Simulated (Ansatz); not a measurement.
Fluorite PtAl₂, treated with PBE+SOC (plane waves, PAW; Ansatz, a quantum-chemistry and plane-wave program).

Run with plane-wave cutoff 520 eV, 16×16×16 k mesh, Fermi–Dirac smearing 0.05 eV, PAW data made under PBE.

Computed at the level's own relaxed cell.

### Question
What does this level give for the equilibrium volume per atom, bulk modulus, lattice constant a and pressure derivative B′ of the bulk modulus?

### Answer

* **equilibrium volume per atom**: 17.45 Å³/atom
* **bulk modulus**: 130 GPa
* **lattice constant a**: 5.939 Å
* **pressure derivative B′ of the bulk modulus**: 4.5

The run finds no gap.

Measured, for comparison: lattice constant a 5.91 Å (temperature not stated, copied from a table, unchecked, not corrected to a static lattice; as tabulated in Crystal Structures 1, 239 (1963)). Computed (rounded) less measured: lattice constant a not scored (unchecked).

Computed values are for the static lattice.

The result took about 2.4 core-minutes (a rough figure).
